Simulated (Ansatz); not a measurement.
**Effect of uniaxial strain ε_zz = +0.46 % on InAgTe2**

The reference is InAgTe2 in the chalcopyrite structure (space group I-42d, No. 122; a = 6.431 Å, c = 12.767 Å). Axes: x, y, z lie along a, b, c of the conventional cell.

The change: uniaxial strain ε_zz = +0.46 %, all other strain components held at zero; the atoms relax in the strained cell.

Computed with DFT with PBEsol, PAW potentials and a 420 eV plane-wave cutoff in Ansatz (a first-principles code), without spin-orbit coupling. Settings: 7×7×7 k-points, 0.05 eV Fermi–Dirac smearing.

| quantity | base | changed | shift |
|---|---|---|---|
| volume per atom | 33.00 Å³ | 33.15 Å³ | +0.15 Å³ |
| space group | I-42d (No. 122) | I-42d (No. 122) | – |
| energy relative to the base (free energy F) | 0 meV/atom | +0.1 meV/atom | +0.1 meV/atom |
| pressure (mean of the normal stresses, compression positive) | 0.00 GPa | -0.20 GPa | -0.20 GPa |
| band gap | 0.08 eV | 0.07 eV | -0.005 eV |
| gap character | direct at Γ | direct at Γ | – |
| width of the top valence band | 1.05 eV | 1.03 eV | -0.02 eV |
| valence-band top at Γ (three highest levels, from the VBM) | 0.00, -0.07, -0.07 eV | 0.00, -0.06, -0.06 eV | – |
| valley order (the lowest conduction-band minima on the path, energy above the VBM, named in the base's zone) | Γ 0.08 eV; X (0, 0, 1/2) 0.86 eV; M (1/2, 1/2, 1/2) 1.47 eV | Γ 0.07 eV; X (0, 0, 1/2) 0.86 eV | – |
| stress (xx, yy, zz, yz, xz, xy; compression positive) | – | (-0.17, -0.17, -0.25, 0.00, 0.00, 0.00) GPa | – |

Cost of the whole job for the changed cell (relaxation, final SCF and bands): very roughly 5 core-minutes.

With Te present, leaving out spin-orbit coupling can change the band edges. Whether these cells are dynamically stable was not tested. A zero or small gap of InAgTe2 can be the functional's error rather than a property of the material.
